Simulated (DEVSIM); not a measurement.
## abrupt GaAs n-p junction

Device: abrupt GaAs n-p junction, at 300 K.

```tsv
layer (left to right)	material	thickness (μm)	Nd (cm⁻³)	Na (cm⁻³)	τn (s)	τp (s)
1	GaAs	4.80	1.6e16	-	2e-8	2e-8
2	GaAs	26.0	-	2.5e17	2e-8	2e-8
```

Left contact: ohmic. Right contact: ohmic. Voltage is applied to the left contact. Recombination: SRH at mid-gap, radiative. Mobility is constant in doping.

The device is made up for the run: typed textbook-type constants, with dimensions and the other settings drawn at random. Values at 300 K.

| parameter | GaAs |
|---|---|
| gap (eV) | 1.424 |
| affinity (eV) | 4.07 |
| permittivity | 12.9 |
| Nc (cm⁻³) | 4.7e17 |
| Nv (cm⁻³) | 9e18 |
| μn (cm²/Vs) | 8500 |
| μp (cm²/Vs) | 400 |
| B (cm³/s) | 2e-10 |

DEVSIM, 1D drift-diffusion, Boltzmann statistics, complete ionisation; no tunnelling, impact ionisation, image-force lowering or self-heating.

```json
{
  "potential_step_across_the_device_at_zero_bias": "1.244 V",
  "largest_field_in_the_device_at_zero_bias": "71000 V/cm",
  "Dark forward voltage at 1 A/cm²": "1.053 V",
  "Dark forward voltage at 100 A/cm²": "1.193 V"
}
```

Dark reverse current:

```csv
V (V),J (A/cm²)
0.10,2.3e-11
0.25,4.7e-11
0.50,8.1e-11
0.75,1.1e-10
1.00,1.4e-10
1.50,1.9e-10
2.00,2.3e-10
2.50,2.7e-10
3.25,3.3e-10
4.00,3.8e-10
5.00,4.4e-10
```

Dark forward current:

(V (V), J (A/cm²)): (-0.05, -2.7e-11); (-0.10, -9.5e-11); (-0.15, -2.8e-10); (-0.20, -7.6e-10); (-0.25, -2.1e-9); (-0.30, -5.7e-9); (-0.35, -1.5e-8); (-0.40, -4.2e-8); (-0.45, -1.1e-7); (-0.50, -3.1e-7); (-0.55, -8.6e-7); (-0.60, -2.4e-6); (-0.65, -6.7e-6); (-0.70, -2.0e-5); (-0.80, -0.00020); (-0.85, -0.00081); (-0.90, -0.0039); (-0.95, -0.022); (-1.00, -0.14); (-1.05, -0.91); (-1.10, -5.8); (-1.15, -31); (-1.20, -120); (-1.25, -320); (-1.30, -680); (-1.35, -1200); (-1.40, -2000); (-1.45, -2900)
